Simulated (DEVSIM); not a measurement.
Structure: abrupt Si n-p junction, at 300 K.

```
layer (left to right)  material  thickness (μm)  Nd (cm⁻³)  Na (cm⁻³)  τn (s)  τp (s)
---------------------  --------  --------------  ---------  ---------  ------  ------
1                            Si            43.0     2.5e16          -  6.4e-5  6.4e-5
2                            Si            2.70          -     1.9e17  6.4e-5  6.4e-5
```

Left contact: ohmic. Right contact: ohmic. Voltage is applied to the left contact. Recombination: SRH at mid-gap, radiative, Auger. Mobility is μmin + (μ − μmin)/(1 + (N/Nref)^α).

Constants are typed, rounded textbook-type inputs, not results; the design itself was drawn at random and stands for no fabricated device. Values at 300 K.

| parameter | Si |
|---|---|
| gap (eV) | 1.124 |
| affinity (eV) | 4.05 |
| permittivity | 11.7 |
| Nc (cm⁻³) | 2.86e19 |
| Nv (cm⁻³) | 3.1e19 |
| μn (cm²/Vs) | 1417 |
| μp (cm²/Vs) | 470 |
| μn,min | 52 |
| μp,min | 45 |
| Nref,n | 9.7e16 |
| Nref,p | 2.2e17 |
| αn | 0.68 |
| αp | 0.72 |
| B (cm³/s) | 4.7e-15 |
| Cn (cm⁶/s) | 2.8e-31 |
| Cp (cm⁶/s) | 9.9e-32 |

Simulated with DEVSIM: 1D drift-diffusion, Boltzmann statistics, complete ionisation; no tunnelling, impact ionisation, image-force lowering or self-heating.

The doping Na of layer 2 was swept, all else fixed.

```tsv
doping Na of layer 2 (cm^-3)	potential step across the device at zero bias (V)	largest field in the device at zero bias (V/cm)	dark forward voltage at 100 A/cm² (V)	dark forward voltage at 1 A/cm² (V)
5.7e15	0.720	31000	0.786	0.560
1.9e16	0.751	48000	0.805	0.595
5.7e16	0.779	63000	0.820	0.629
1.9e17	0.810	72000	0.832	0.664
5.7e17	0.839	79000	0.841	0.687
1.9e18	0.870	100000	0.850	0.698
5.7e18	0.898	150000	0.855	0.700
```

From the first row to the last the potential step across the device at zero bias goes from 0.720 to 0.898. From the first row to the last the largest field in the device at zero bias goes from 31000 to 150000.
